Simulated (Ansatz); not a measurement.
## TiAl3: x(Lu) = 0.5, 8 atoms, P-4m2

Take TiAl₃ (space group I4/mmm, No. 139; a = 3.824 Å, c = 8.561 Å) as the base.

The other end (x = 1) is Lu₃Ti (space group I4/mmm, No. 139; a hypothetical phase, not in the database extracts checked): 25.45 Å³/atom, gap zero; this end may not be an ambient phase.

The change: a fraction x = 0.5 of the Al sites is given to Lu, ordered in a cell of 8 atoms (starting symmetry P-4m2) and fully relaxed.

Calculations: Ansatz (an electronic-structure program), r2SCAN, PAW, cutoff 500 eV, scalar-relativistic without spin-orbit coupling. k-mesh 11×11×5 (Γ-centred); smearing 0.05 eV (Fermi–Dirac), for the changed cell.

```json
[
 {"quantity": "volume per atom", "base": "15.65 Å³", "changed": "20.26 Å³", "shift": "+4.61 Å³"},
 {"quantity": "density", "base": "3.42 g/cm³", "changed": "7.19 g/cm³", "shift": "+3.77 g/cm³"},
 {"quantity": "shortest interatomic distance", "base": "5.110 bohr", "changed": "5.638 bohr", "shift": "+0.528 bohr"},
 {"quantity": "band gap", "base": "zero", "changed": "zero", "shift": "–"},
 {"quantity": "mixing energy (to 0.01 eV only: unlike meshes or grids) (against an end that may be hypothetical)", "base": "–", "changed": "-0.03 eV/atom", "shift": "–"},
 {"quantity": "deviation of the volume from the linear (Vegard-type) interpolation", "base": "–", "changed": "-1.4 %", "shift": "–"}
]
```

Final structure:

```xyz
8
Lattice="4.2193 0.0000 0.0000 0.0000 4.2193 0.0000 0.0000 0.0000 9.1049" Properties=species:S:1:pos:R:3 pbc="T T T"
Lu     0.0000     0.0000     4.5525
Al     2.1096     2.1096     0.0000
Al     0.0000     2.1096     2.1469
Al     2.1096     0.0000     6.9580
Lu     2.1096     0.0000     2.1896
Lu     0.0000     2.1096     6.9154
Ti     0.0000     0.0000     0.0000
Ti     2.1096     2.1096     4.5525
```

These are small ordered cells, not random alloys; other orderings at the same x differ. Stability against distortions was not tested. All final runs are without spin polarisation. An odd electron count without spin: TiAl3 and Lu3Ti. Lu3Ti2Al3 and Lu3Ti have a high density of states at the Fermi level and may be magnetic at this level.
